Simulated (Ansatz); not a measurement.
**C under a change: biaxial strain −1.50 %, plane normal [001], relaxed out of plane**

Base system: C in the diamond structure (space group Fd-3m, No. 227; a = 3.532 Å). Axes: x, y, z lie along the cube axes.

Now apply this change: biaxial strain −1.50 %, plane normal [001], relaxed out of plane (Cartesian); in-plane vectors clamped, the third vector and the atoms free.

Method: Kohn–Sham DFT with the LDA functional, run in Ansatz (a quantum-chemistry and plane-wave program) with PAW and 420 eV plane waves, spin-orbit coupling left out. k-mesh 16×16×16 (Γ-centred); smearing 0.05 eV (Fermi–Dirac).

```json
[
 {"quantity": "volume per atom", "base": "5.51 Å³", "changed": "5.36 Å³", "shift": "-0.142 Å³"},
 {"quantity": "shortest interatomic distance", "base": "1.529 Å", "changed": "1.516 Å", "shift": "-0.013 Å"},
 {"quantity": "energy relative to the base (free energy F)", "base": "0 meV/atom", "changed": "+9.7 meV/atom", "shift": "+9.7 meV/atom"},
 {"quantity": "band gap", "base": "4.17 eV", "changed": "3.98 eV", "shift": "-0.19 eV"},
 {"quantity": "gap character", "base": "–", "changed": "indirect, Γ → Γ–X (75 % along)", "shift": "–"},
 {"quantity": "smallest direct gap", "base": "5.62 eV", "changed": "5.52 eV", "shift": "-0.10 eV"},
 {"quantity": "electron mass", "base": "1.8 mₑ along k, 0.29 mₑ across (off the special points)", "changed": "1.6 mₑ along k, 0.29 mₑ across (off the special points)", "shift": "–"},
 {"quantity": "valence-band top at Γ (three highest levels, from the VBM)", "base": "0.00, 0.00, 0.00 eV", "changed": "0.00, 0.00, -0.31 eV", "shift": "–"},
 {"quantity": "valley order (the lowest conduction-band minima on the path, energy above the VBM, named in the base's zone)", "base": "a point along ⟨100⟩, about 1.3 Å⁻¹ from Γ 4.17 eV", "changed": "a point along [100], about 1.3 Å⁻¹ from Γ 3.98 eV; a point along [001], about 1.3 Å⁻¹ from Γ 4.45 eV", "shift": "–"},
 {"quantity": "out-of-plane strain", "base": "–", "changed": "+0.41 %", "shift": "–"},
 {"quantity": "ratio −ε⊥/ε∥", "base": "–", "changed": "0.27", "shift": "–"},
 {"quantity": "mean in-plane stress (compression positive)", "base": "–", "changed": "+19.2 GPa", "shift": "–"}
]
```

Final structure (turned so that z lies along the plane normal):

```
CELL_PARAMETERS angstrom
      2.45986     0.00000     0.00000
      0.00000     2.45986     0.00000
      1.22993    -1.22993     1.77306
ATOMIC_POSITIONS crystal
  C  0.00000 0.00000 0.00000
  C  0.75000 0.75000 0.50000
```

Masses are band curvatures over ±0.01 Å⁻¹ around the edge. Along k means along the line from Γ to the band edge. Stability against distortions was not tested. Labels are those of the standard path for the cell's own space group.
